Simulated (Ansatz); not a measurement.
# Effect of Mo → Te on Mo

The parent structure is Mo in the bcc (W type) structure (space group Im-3m, No. 229; a = 3.130 Å).

Now apply this change: every Mo is replaced by Te; the structure is relaxed again.

Calculations: DFT with PBEsol, PAW potentials and a 420 eV plane-wave cutoff in Ansatz (a first-principles code), no spin-orbit coupling. k-mesh 17×17×17 (Γ-centred); smearing 0.05 eV (Fermi–Dirac), for the changed cell.

The volume per atom rises by 11.66 Å³ (15.33 Å³ → 26.99 Å³) and the density shrinks by 2.544 g/cm³ (10.40 g/cm³ → 7.85 g/cm³). The lattice parameter a increases by 0.6497 Å (3.130 Å → 3.779 Å) and the space group remains Im-3m (No. 229). The band gap is still zero.

Cost of the whole job for the changed cell (relaxation, final SCF and bands): very roughly 40 core-seconds.

Stability against distortions was not tested. As relaxed here, Te is a hypothetical phase, not in the database extracts checked. All final runs are without spin polarisation.
